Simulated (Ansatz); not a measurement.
The reference is CdSe in the wurtzite structure (space group P6_3mc, No. 186).

```
CELL_PARAMETERS angstrom
      4.24755     0.00000     0.00000
     -2.12377     3.67848     0.00000
      0.00000     0.00000     6.94096
ATOMIC_POSITIONS crystal
  Cd 0.33333 0.66667 0.00031
  Cd 0.66667 0.33333 0.50031
  Se 0.33333 0.66667 0.37569
  Se 0.66667 0.33333 0.87569
```

Cartesian axes are those of the cell as printed.

Method: LDA, PAW, 420 eV (Ansatz, a program for electronic structure; without spin-orbit coupling).

Base values:

Electron mass: 0.047 mₑ (at Γ)
Band gap: 0.46 eV

The change: the cell is stretched by 0.60 % along z with no lateral relaxation, atoms relaxed at fixed cell.

Task: How does this affect the electron mass and band gap?

Result: The electron mass changes from 0.047 mₑ (at Γ) to 0.046 mₑ (at Γ); the band gap drops by 0.02 eV to 0.44 eV.

The cells carry an imposed strain or load. Masses are band curvatures over ±0.01 Å⁻¹ around the edge. Whether these cells are dynamically stable was not tested.
